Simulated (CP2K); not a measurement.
Band structure of CsLuS2 (P6_3/mmc, 8 atoms in the cell).

```yaml
crystal:
  lattice:
    - [3.98921, 0.00000, 0.00000]
    - [-1.99460, 3.45476, 0.00000]
    - [0.00000, 0.00000, 16.05658]
  atoms:
    - { symbol: Cs, position: [0.33333, 0.66667, 0.25000] }
    - { symbol: Cs, position: [0.66667, 0.33333, 0.75000] }
    - { symbol: Lu, position: [0.00000, 0.00000, 0.50000] }
    - { symbol: Lu, position: [0.00000, 0.00000, 0.00000] }
    - { symbol: S, position: [0.33333, 0.66667, 0.91088] }
    - { symbol: S, position: [0.66667, 0.33333, 0.08912] }
    - { symbol: S, position: [0.66667, 0.33333, 0.41088] }
    - { symbol: S, position: [0.33333, 0.66667, 0.58912] }
```

Method: LDA (Pade form), GPW, DZVP-MOLOPT-SR-GTH basis, GTH-PADE potentials (GTH_POTENTIALS) run with CP2K 2026.2.

Settings: CUTOFF = 500 Ry; REL_CUTOFF = 60 Ry; KPOINTS/SCHEME = MONKHORST-PACK 5 5 1; XC_FUNCTIONAL = PADE; Cs/BASIS_SET = DZVP-MOLOPT-SR-GTH-q9; Cs/POTENTIAL = GTH-PADE-q9; Lu/BASIS_SET = DZVP-MOLOPT-SR-GTH-q25; Lu/POTENTIAL = GTH-PADE-q25; S/BASIS_SET = DZVP-MOLOPT-SR-GTH-q6; S/POTENTIAL = GTH-PADE-q6; METHOD = GPW; EPS_DEFAULT = 1e-10; EXTRAPOLATION = USE_GUESS; NGRIDS = 5.

The starting cell comes from a database of computed structures (which also holds hypothetical and non-ambient phases and stackings), without a prior relaxation at this level. Spin-orbit coupling is off. Values carry the incompleteness of an atom-centred basis.

Q: Predict the gap along the standard path and the places of the band edges.

A: The gap along the path is 2.02 eV, from Γ to a point between M and K; the smallest direct gap on it is 2.45 eV.

Levels in eV from the top of the valence band on the SCF mesh, bands 43 to 47:
```
point     43     44     45     46    47
-----  -----  -----  -----  -----  ----
Γ       0.00   0.00   0.00   0.00  2.45
M      -1.13  -0.93  -0.81  -0.79  2.09
K      -1.41  -1.19  -1.19  -1.16  3.61
A       0.00   0.00   0.00   0.00  2.78
L      -0.98  -0.98  -0.85  -0.85  2.34
H      -1.31  -1.31  -1.15  -1.15  3.64
```

Higher empty bands are left out: an atom-centred basis made for the valence describes them poorly.
